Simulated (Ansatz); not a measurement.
**How far PBE and PBEsol part for BaF2, isotropic strain −2.75 %**

Start from BaF$_{2}$ in the fluorite structure (space group Fm-3m, No. 225; a = 6.246 Å).

(Cell as relaxed with PBE.)

Levels (all Ansatz, a first-principles code, PAW): PBE (420 eV, no SOC); PBEsol (420 eV, no spin-orbit coupling).

Each level relaxes its own structure.

| base | PBE | PBEsol |
|---|---|---|
| volume per atom | 20.31 Å³ | 19.27 Å³ |
| lattice parameter a | 624.6 pm | 613.7 pm |
| band gap | 6.73 eV | 6.83 eV |

Perturbation: an isotropic linear strain of −2.75 %; the atoms relax in the strained cell.

| quantity | PBE | PBEsol |
|---|---|---|
| shift of the gap caused by the change | +0.37 eV | ? |
| pressure | 5.51 GPa | ? |
| band gap | 7.10 eV | ? |

**Question.** Predict the PBEsol column.

**Answer.** 
- shift of the gap caused by the change, PBEsol: +0.34 eV
- pressure, PBEsol: 6.32 GPa
- band gap, PBEsol: 7.17 eV

PBE's shift of the gap caused by the change lies 0.03 eV above PBEsol's; PBE's pressure lies 0.81 GPa below PBEsol's; PBE's band gap lies 0.07 eV below PBEsol's. Neither level is exact; PBEsol is the comparison here, not a measurement.

Whether these cells are dynamically stable was not tested.
